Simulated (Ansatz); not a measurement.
Start from CdS in the zinc blende structure (space group F-43m, No. 216; a = 5.8242 Å). Axes: x, y, z lie along the cube axes.

All numbers come from DFT with PBEsol, PAW potentials and a 420 eV plane-wave cutoff in Ansatz (an electronic-structure program), no spin-orbit coupling.

Modification: the cell is compressed by 1.00 % along z with no lateral relaxation, atoms relaxed at fixed cell.

Predict the stress tensor and what it implies for the stiffness.

Stress of the strained cell less that of the base (GPa, compression positive):
```
   0.57    0.00    0.00
   0.00    0.57    0.00
   0.00    0.00    0.75
```

Then −Δσ_ii/ε with ε = -0.0100 gives relaxed-ion elastic constants: C33 ≈ 75 GPa, C13 ≈ 57 GPa and C23 ≈ 57 GPa.

Whether these cells are dynamically stable was not tested.
